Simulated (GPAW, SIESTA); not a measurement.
A SIESTA input for a self-consistent single point of TaCr₂ (Fd-3m, 6 atoms in the cell) (DFT, GGA PBEsol, numerical atomic orbitals DZP, PseudoDojo PBEsol standard norm-conserving potentials (rewritten from UPF to PSML)):

```
# files in the folder: Ta.psml Cr.psml (PseudoDojo PBEsol standard)
SystemName  TaCr2
SystemLabel TaCr2

NumberOfAtoms                6
NumberOfSpecies              2
%block ChemicalSpeciesLabel
  1 73 Ta
  2 24 Cr
%endblock ChemicalSpeciesLabel
LatticeConstant              1.0 Ang
%block LatticeVectors
     0.000000000    3.448955000    3.448955000
     3.448955000    0.000000000    3.448955000
     3.448955000    3.448955000    0.000000000
%endblock LatticeVectors
AtomicCoordinatesFormat      Ang
%block AtomicCoordinatesAndAtomicSpecies
     5.173432500    5.173432500    5.173432500  1
     3.448955000    3.448955000    3.448955000  1
     2.586716250    2.586716250    0.862238750  2
     2.586716250    0.862238750    2.586716250  2
     0.862238750    0.862238750    0.862238750  2
     0.862238750    2.586716250    2.586716250  2
%endblock AtomicCoordinatesAndAtomicSpecies

XC.functional                GGA
XC.authors                   PBEsol
PAO.BasisSize                DZP
PAO.EnergyShift              0.01 Ry
MeshCutoff                   300 Ry
%block kgrid.MonkhorstPack
    8   0   0  0.0
    0   8   0  0.0
    0   0   8  0.0
%endblock kgrid.MonkhorstPack
OccupationFunction           MP
OccupationMPOrder            0
ElectronicTemperature        100.0 meV

MaxSCFIterations             150
SCF.Mixer.Method             Broyden
SCF.Mixer.Weight             0.2
SCF.Mixer.History            8
SCF.DM.Tolerance             1.0E-04
Diag.ParallelOverK           true
WriteForces                  true
Charge.Mulliken              end
```

Q: Write the same calculation as an input for GPAW.

A: This is the input that was run; spellings and numerical settings could be chosen otherwise.

```python
from ase import Atoms
from ase.units import GPa
from gpaw import GPAW

atoms = Atoms(['Ta', 'Ta', 'Cr', 'Cr', 'Cr', 'Cr'],
              cell=[[0.000000, 3.448955, 3.448955],
                    [3.448955, 0.000000, 3.448955],
                    [3.448955, 3.448955, 0.000000]],
              positions=[[5.173433, 5.173433, 5.173433],
                         [3.448955, 3.448955, 3.448955],
                         [2.586716, 2.586716, 0.862239],
                         [2.586716, 0.862239, 2.586716],
                         [0.862239, 0.862239, 0.862239],
                         [0.862239, 2.586716, 2.586716]],
              pbc=True)

calc = GPAW(mode={'name': 'pw', 'ecut': 800},
            xc='PBEsol',
            kpts={'size': (8, 8, 8), 'gamma': True},
            occupations={'name': 'methfessel-paxton', 'width': 0.1, 'order': 0},
            nbands=-14,
            convergence={'density': 1e-05},
            symmetry={'symmorphic': False, 'tolerance': 0.0005},
            maxiter=120)

atoms.calc = calc

energy = atoms.get_potential_energy()
print('Energy (eV):', round(energy, 6))
forces = atoms.get_forces()
print('Forces (eV/Ang):')
print(forces.round(5))
stress = atoms.get_stress()
print('Stress (GPa, Voigt):', (stress / GPa).round(4))
```

Basis settings and potentials, where a program has them, do not carry over. This input uses DFT PBEsol, plane waves, GPAW PAW datasets PBEsol (made by gpaw-setup). Both were run: pressure -6.94 GPa in SIESTA and -4.94 in GPAW.

On SIESTA: the starting cell comes from a database of computed structures (which also holds hypothetical and non-ambient phases and stackings), without a prior relaxation at this level. Spin polarisation is off. Values carry the incompleteness of an atom-centred basis. With a pressure of about -7 GPa the cell is away from its equilibrium volume at this level.

On GPAW: the starting cell comes from a database of computed structures (which also holds hypothetical and non-ambient phases and stackings), without a prior relaxation at this level. Spin polarisation is off. With a pressure of about -5 GPa the cell is away from its equilibrium volume at this level.
